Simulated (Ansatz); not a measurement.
rock-salt TaN (1 1 1) on rock-salt MgO (1 1 1) (film strained to the substrate, faces as cut)

A periodic stack without vacuum, rock-salt TaN (1 1 1) on rock-salt MgO (1 1 1) (film strained to the substrate, faces as cut): substrate slab Mg6O5, film N4Ta4, surface cells [[0, -1], [1, -1]] and [[1, 0], [0, 1]], film strained by -3.7 and -3.7 %, faces Mg/Mg and N/Ta as cut (like faces can put a slab off its formula).

The start was prepared with a machine-learned potential, and the result is one local minimum, with the in-plane cell held and forces under 0.04 eV/Å; the film can end far from its bulk form.

These are PBE (plane waves to 420 eV, PAW; Ansatz, a quantum-chemistry and plane-wave program) values and carry that method's errors. No spin–orbit coupling; the runs are not spin-polarised; PBE gaps are too small against experiment. Its k-point mesh 12×12×1, Fermi–Dirac width 0.05 eV.

- interface area = 7.8 Å²
- period = 25.47 Å
- gaps between the outermost planes at the two interfaces = 1.35 and 2.56 Å
- Mg–Ta contacts across the interfaces within 1.22 times the sum of covalent radii = 6, mean 3.13 Å
- Mg–N contacts across the interfaces within 1.22 times the sum of covalent radii = 3, mean 2.20 Å
- estimate of the barrier = withheld, since the two interfaces are unlike

```yaml
crystal:
  lattice:
    - [3.00744, -0.00021, 0.08732]
    - [1.50375, 2.60472, 0.08747]
    - [2.26453, 1.31004, 25.57412]
  atoms:
    - { symbol: Mg, position: [0.67804, 0.16754, 0.04939] }
    - { symbol: Mg, position: [0.94618, 0.43592, 0.14692] }
    - { symbol: Mg, position: [0.21515, 0.70512, 0.24338] }
    - { symbol: Mg, position: [0.48402, 0.97402, 0.33982] }
    - { symbol: Mg, position: [0.75288, 0.24273, 0.43628] }
    - { symbol: Mg, position: [0.02171, 0.51147, 0.53283] }
    - { symbol: O, position: [0.31156, 0.80131, 0.09898] }
    - { symbol: O, position: [0.58053, 0.07044, 0.19532] }
    - { symbol: O, position: [0.84945, 0.33937, 0.29176] }
    - { symbol: O, position: [0.11835, 0.60823, 0.38819] }
    - { symbol: O, position: [0.38731, 0.87704, 0.48459] }
    - { symbol: N, position: [0.65311, 0.14263, 0.58576] }
    - { symbol: N, position: [0.91817, 0.40739, 0.68853] }
    - { symbol: N, position: [0.18085, 0.66973, 0.79493] }
    - { symbol: N, position: [0.44475, 0.93343, 0.89946] }
    - { symbol: Ta, position: [0.28603, 0.77533, 0.63661] }
    - { symbol: Ta, position: [0.55037, 0.03944, 0.74044] }
    - { symbol: Ta, position: [0.81261, 0.30137, 0.84747] }
    - { symbol: Ta, position: [0.07858, 0.56718, 0.94892] }
```
